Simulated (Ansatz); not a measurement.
Results of PBEsol (PAW; Ansatz, an electronic-structure program) for GaAs (model structure, started from the BeO type, P4₂/mnm, No. 136, 8 atoms in the cell).

Run with plane-wave cutoff 520 eV, 6×6×8 k mesh (along the axes of the cell as run), Fermi–Dirac smearing 0.01 eV, scalar-relativistic PAW data made under PBE.

Cell (relaxed with PBEsol):

```cif
data_As4Ga4
_chemical_formula_sum 'Ga4 As4'
_space_group_name_H-M_alt 'P 1'
_space_group_IT_number 1
_cell_length_a 6.91803
_cell_length_b 6.91803
_cell_length_c 4.00230
_cell_angle_alpha 90.000
_cell_angle_beta 90.000
_cell_angle_gamma 90.000
loop_
_space_group_symop_operation_xyz
  'x, y, z'
loop_
_atom_site_label
_atom_site_type_symbol
_atom_site_fract_x
_atom_site_fract_y
_atom_site_fract_z
_atom_site_occupancy
Ga1 Ga 0.32404 0.67596 0.00000 1
Ga2 Ga 0.67596 0.32404 0.00000 1
Ga3 Ga 0.82404 0.82404 0.50000 1
Ga4 Ga 0.17596 0.17596 0.50000 1
As1 As 0.31789 0.31789 0.00000 1
As2 As 0.68211 0.68211 0.00000 1
As3 As 0.18211 0.81789 0.50000 1
As4 As 0.81789 0.18211 0.50000 1
```

Question: Predict the band gap.

Answer: 
- band gap: 0.48 eV (direct)

Note: the relaxation could raise the start's symmetry but not lower it, so the cell can be a saddle point.

Spin–orbit coupling is not included.

Static lattice: no zero-point or thermal effects.

A model structure was made by putting elements into a prototype or built by hand; it is no filed structure, need not be a known phase, and can be a saddle point held by its symmetry.
